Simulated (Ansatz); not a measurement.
## Response to strain in HgTe

Base system: HgTe in the zinc blende structure (space group F-43m, No. 216; a = 6.573 Å). Axes: x, y, z lie along the cube axes.

Strains are applied to the cell and any free atomic positions relax.

All numbers come from Kohn–Sham DFT with the r2SCAN functional, run in Ansatz (a quantum-chemistry and plane-wave program) with PAW and 500 eV plane waves, spin-orbit coupling left out.

Notes on the quantities. energy relative to the base: free energy F.

```
change                       energy relative to the base  shortest interatomic distance
---------------------------  ---------------------------  -----------------------------
base                                          0 meV/atom                        2.846 Å
tensor shear ε_xy = +0.86 %                +0.7 meV/atom                        2.844 Å
tensor shear ε_xy = +1.14 %                +1.2 meV/atom                        2.843 Å
tensor shear ε_xy = +1.71 %                +2.6 meV/atom                        2.842 Å
tensor shear ε_xy = +0.57 %                +0.3 meV/atom                        2.844 Å
tensor shear ε_xy = +0.29 %                +0.1 meV/atom                        2.845 Å
tensor shear ε_xy = +2.00 %                +3.6 meV/atom                        2.841 Å
tensor shear ε_xy = +1.43 %                +1.9 meV/atom                        2.842 Å
```

No phonon test of stability was made. All final runs are without spin polarisation.
